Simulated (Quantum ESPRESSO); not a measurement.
## Equation of state of zinc-blende ZnSe (space group 216): energy against volume (Quantum ESPRESSO, PBEsol)

```
CELL_PARAMETERS angstrom
      0.00000     2.75269     2.75269
      2.75269     0.00000     2.75269
      2.75269     2.75269     0.00000
ATOMIC_POSITIONS crystal
  Zn 0.00000 0.00000 0.00000
  Se 0.75000 0.75000 0.75000
```

Method: PBEsol, GBRV 1.5 ultrasoft (PBESOL) pseudopotentials (plane waves; Quantum ESPRESSO). Settings: ecutwfc = 65 Ry; ecutrho = 325 Ry; occupations = smearing; smearing = fd; degauss = 0.000734986 Ry; potentials = {Zn: zn_pbesol_v1.uspp.F.UPF, Se: se_pbesol_v1.uspp.F.UPF}; K_POINTS = automatic 10 10 10 0 0 0; conv_thr = 1e-10 Ry. The cell above is the first row's. The rows scale it uniformly. In all rows fractional positions and the k mesh are held. E is the free energy at the stated smearing, counted from the lowest row.

```csv
V (Å^3/atom),E (meV/atom)
20.858,23.99
21.311,11.29
21.765,3.46
22.218,0.00
22.672,0.44
23.125,4.36
23.578,11.39
24.032,21.21
24.485,?
```

The 8 complete rows are fitted with the third-order Birch-Murnaghan form, a cubic in V^(-2/3), E against V. With u = V^(-2/3) - 0.126, the rows have u = 0.005973, 0.004096, 0.002281, 0.000531, -0.001164, -0.002800, -0.004383, -0.005919. Least squares gives E = -0.260 + 148.3·u + 646367·u² + 1427416·u³. Residuals (row less fit): 0.000, 0.000, 0.002, -0.001, -0.001, -0.001, 0.003, -0.001; standard error 0.002 (degrees of freedom: 4). Its minimum lies at u = -0.000115, so V0 = (0.125885)^(-3/2) = 22.39. There d²E/du² = 1292000 and d³E/du³ = 8564000, so B0 = (4/9) × 22.39^(-7/3) × 1292000 × 0.160218 = 65.1 GPa (the last factor turns the table's units into GPa), and B0' = 4 + (2/3) × 0.125885 × (8564000)/1292000 = 4.6. The program's pressures in the fitted runs (not shown) pass through zero at V = 22.36, 0.15 % from this V0.

### Question
Estimate the missing E (V = 24.485); what did the run itself give?

### Answer
u = -0.007405, so E = -0.260 + 148.3 × (-0.007405) + 646367 × (-0.007405)² + 1427416 × (-0.007405)³ = 33.505 meV/atom. The calculation gives 33.50 meV/atom, 0.005 meV/atom below the prediction (under 0.05 % of the range of E in the table). The row lies outside the fitted rows, so this is an extrapolation. From the scatter of the fitted rows alone, a prediction at this place has a standard error of 0.005 meV/atom, so the miss is 1.0 times that.

Carrying the step between the two nearest rows on in a straight line would have given 31.01, off by 2.49; series whose last step already gives the withheld value aren't shown. The scan was laid around a cell of about the measured size, scaled by a guess for this functional. The runs keep the symmetry of the cell, so they don't test it for distortions. Cutoffs and mesh are single choices, not tested for convergence of this quantity. Series with a scatter that would blur these digits, or in which a gap closes, are not shown. Nor are scans whose minimum lies at an end fitted in this form.
